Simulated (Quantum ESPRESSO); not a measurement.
Quantum ESPRESSO 7.5, DFT, PBE, plane waves, PseudoDojo 0.5 standard norm-conserving PBE (local tails restored to the Coulomb form): W(110) slab of 9 layers, 1x1 (W9), unrelaxed, 9 atoms. Basis and mesh were picked for this test and aren't claimed converged.

```yaml
cell: 3.17, 2.74, 31.90 Å; 90, 90, 54.7°
task: scf
k mesh: 7×7×1
ecutwfc: 74 Ry
ecutrho: 296 Ry
occupations: smearing
smearing: mv
degauss: 0.02 Ry
conv_thr: 9e-09 Ry
tprnfor: true
tstress: false
diagonalization: david (default)
mixing_mode: plain (default)
mixing_beta: 0.7 (default)
mixing_ndim: 8 (default)
k-points computed: 16
bands: 76
electrons: 126
G-vectors of the density: 131129
FFT grid: 36×30×360
symmetry_operations: 8
```

Machine: one whole node, Intel Xeon 6 (Granite Rapids), 96 cores on 1 socket, 2 hardware threads a core, 3 L3 cache groups, 3 NUMA nodes.

Each time is the median wall time of two to five repeats, run one at a time on the otherwise empty machine; start-up is included. Processes are pinned to neighbouring cores unless said otherwise. Build: conda-forge: Open MPI 5.0, OpenMP, OpenBLAS 0.3.34 (pthreads), FFTW, ScaLAPACK, ELPA. Other compilers and libraries give other times. Scratch files lie in a memory file system. This build's BLAS runs threads of its own beside OpenMP's, on the same cores; «BLAS threads» counts them.

First run (96 ranks, -nk 16):

```
     init_run     :      0.56s CPU      0.59s WALL (       1 calls)
     electrons    :      8.04s CPU      8.67s WALL (       1 calls)
     forces       :      0.09s CPU      0.11s WALL (       1 calls)

     Called by init_run:
     wfcinit      :      0.12s CPU      0.13s WALL (       1 calls)
     potinit      :      0.05s CPU      0.06s WALL (       1 calls)
     hinit0       :      0.37s CPU      0.37s WALL (       1 calls)

     Called by electrons:
     c_bands      :      6.86s CPU      7.34s WALL (      20 calls)
     sum_band     :      0.69s CPU      0.78s WALL (      20 calls)
     v_of_rho     :      0.35s CPU      0.40s WALL (      21 calls)
     mix_rho      :      0.07s CPU      0.07s WALL (      20 calls)

     Called by c_bands:
     init_us_2    :      0.27s CPU      0.28s WALL (      42 calls)
     cegterg      :      5.57s CPU      6.05s WALL (      20 calls)

     Called by *egterg:
     cdiaghg      :      0.67s CPU      0.67s WALL (     146 calls)
     h_psi        :      3.90s CPU      4.30s WALL (     147 calls)
     g_psi        :      0.03s CPU      0.03s WALL (     126 calls)

     Called by h_psi:
     h_psi:calbec :      0.59s CPU      0.61s WALL (     147 calls)
     vloc_psi     :      2.79s CPU      3.13s WALL (     147 calls)
     add_vuspsi   :      0.48s CPU      0.49s WALL (     147 calls)

     General routines
     calbec       :      0.62s CPU      0.65s WALL (     151 calls)
     fft          :      0.52s CPU      0.56s WALL (     220 calls)
     ffts         :      0.01s CPU      0.01s WALL (      20 calls)
     fftw         :      2.91s CPU      3.28s WALL (    9992 calls)

     Parallel routines

     PWSCF        :      8.74s CPU      9.45s WALL
```

Second run:

```
     init_run     :      0.79s CPU      0.64s WALL (       1 calls)
     electrons    :     44.42s CPU     27.11s WALL (       1 calls)
     forces       :      0.45s CPU      0.25s WALL (       1 calls)

     Called by init_run:
     wfcinit      :      0.30s CPU      0.18s WALL (       1 calls)
     potinit      :      0.08s CPU      0.05s WALL (       1 calls)
     hinit0       :      0.39s CPU      0.39s WALL (       1 calls)

     Called by electrons:
     c_bands      :     38.34s CPU     23.03s WALL (      21 calls)
     sum_band     :      4.60s CPU      3.26s WALL (      21 calls)
     v_of_rho     :      1.08s CPU      0.58s WALL (      22 calls)
     mix_rho      :      0.21s CPU      0.15s WALL (      21 calls)

     Called by c_bands:
     init_us_2    :      0.38s CPU      0.35s WALL (      44 calls)
     cegterg      :     28.35s CPU     14.80s WALL (      21 calls)

     Called by *egterg:
     cdiaghg      :      1.29s CPU      0.65s WALL (     165 calls)
     h_psi        :     23.14s CPU     12.12s WALL (     166 calls)
     g_psi        :      0.12s CPU      0.06s WALL (     144 calls)

     Called by h_psi:
     h_psi:calbec :      2.50s CPU      1.37s WALL (     166 calls)
     vloc_psi     :     19.21s CPU      9.99s WALL (     166 calls)
     add_vuspsi   :      1.13s CPU      0.56s WALL (     166 calls)

     General routines
     calbec       :      2.60s CPU      1.42s WALL (     170 calls)
     fft          :      0.78s CPU      0.60s WALL (     230 calls)
     ffts         :      0.03s CPU      0.02s WALL (      21 calls)
     fftw         :     18.59s CPU      9.72s WALL (   10406 calls)

     Parallel routines

     PWSCF        :     45.86s CPU     28.20s WALL
```

**Question.** Both blocks come from the same system on the same machine. Which change was made from the first run to the second?
A) 48 ranks × 2 threads, 2 BLAS threads
B) 24 ranks × 4 threads, 4 BLAS threads, -nk 8
C) 48 ranks × 2 threads, 1 BLAS thread

**Answer.** A, 48 ranks × 2 threads, 2 BLAS threads. The largest move is in the rest of the band solver (c_bands and wfcinit less FFTs, projectors and diagonalisation: overlaps, rotations, waiting): 2.6 s to 11 s. The BLAS threads cost time here: 48 ranks × 2 threads, 2 BLAS threads takes 30 s and 2200 core-seconds of CPU time, the same layout with one BLAS thread 16 s and 1100. The other changes gave 65 s (24 ranks × 4 threads, 4 BLAS threads, -nk 8), 16 s (48 ranks × 2 threads, 1 BLAS thread), against 30 s here and 10 s at first.
